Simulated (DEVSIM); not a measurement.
Device: Schottky contact on n-type Si, at 300 K.

Layer 1 from the left is Si, thickness (μm) 5.30, Nd (cm⁻³) 2.7e15, τn (s) 0.0005, τp (s) 0.0005. Layer 2 from the left is Si, thickness (μm) 16.0, Nd (cm⁻³) 6.7e17, τn (s) 0.0005, τp (s) 0.0005.

Left contact: Schottky, work function 4.9 eV, emission velocity 8.8e6 cm/s. Right contact: ohmic. Voltage is applied to the left contact. Recombination: SRH at mid-gap. Gap narrowing is on: ΔEg = 6.92 meV × (l + √(l² + 0.5)), l = ln(N/1.3e17 cm⁻³), shared equally by both band edges. Mobility is μmin + (μ − μmin)/(1 + (N/Nref)^α).

Constants are typed, rounded textbook-type inputs, not results; the design itself was drawn at random and stands for no fabricated device. Values at 300 K.

Si: gap (eV) 1.124, affinity (eV) 4.05, permittivity 11.7, Nc (cm⁻³) 2.86e19, Nv (cm⁻³) 3.1e19, μn (cm²/Vs) 1417, μp (cm²/Vs) 470, μn,min 52, μp,min 45, Nref,n 9.7e16, Nref,p 2.2e17, αn 0.68, αp 0.72.

Simulated with DEVSIM: 1D drift-diffusion, Boltzmann statistics, complete ionisation; no tunnelling, impact ionisation, image-force lowering or self-heating. Metal contacts follow the ideal Schottky-Mott rule: no Fermi-level pinning, no interface dipoles.

Dark forward current:

| |V| (V) | |J| (A/cm²) |
|---|---|
| 0.05 | 9.540e-7 |
| 0.10 | 7.457e-6 |
| 0.15 | 5.174e-5 |
| 0.20 | 0.0003525 |
| 0.25 | 0.002387 |
| 0.30 | 0.01606 |
| 0.35 | 0.1069 |
| 0.40 | 0.6895 |
| 0.45 | 3.951 |
| 0.50 | 16.11 |
| 0.55 | 41.43 |
| 0.60 | 78.32 |
| 0.65 | 131.7 |
| 0.70 | 225.0 |
| 0.75 | 401.5 |
| 0.80 | 703.2 |
| 0.85 | 1134 |
| 0.90 | 1657 |
| 0.95 | 2229 |

Task: Work out the local ideality factor n = ΔV / (kT/q · ln(J2/J1)) between the rows 0.15 and 0.20 V, 0.90 and 0.95 V.

Result: kT/q = 25.85 mV. From 0.15 to 0.20 V: ln(0.0003525/5.174e-5) = 1.919, n = 1.01, near the 1 of diffusion or emission over a barrier. From 0.90 to 0.95 V: ln(2229/1657) = 0.297, n = 6.52.

Task: Estimate the current at 0.25 V for emission alone, J0 = q v N_band exp(−φB/kT), and read the barrier back from the simulated current.

Result: φB = 0.850 eV, N_band = 2.86e19 cm⁻³, J0 = 2.11e-7 A/cm²; J = J0 (exp(qV/kT) − 1) = 0.00335 A/cm². The simulation gives 0.00239 A/cm²; the estimate lies 40 % above. Read backwards, the simulated current gives an apparent barrier of 0.859 eV. The estimate leaves out transport through the depletion region and minority injection.
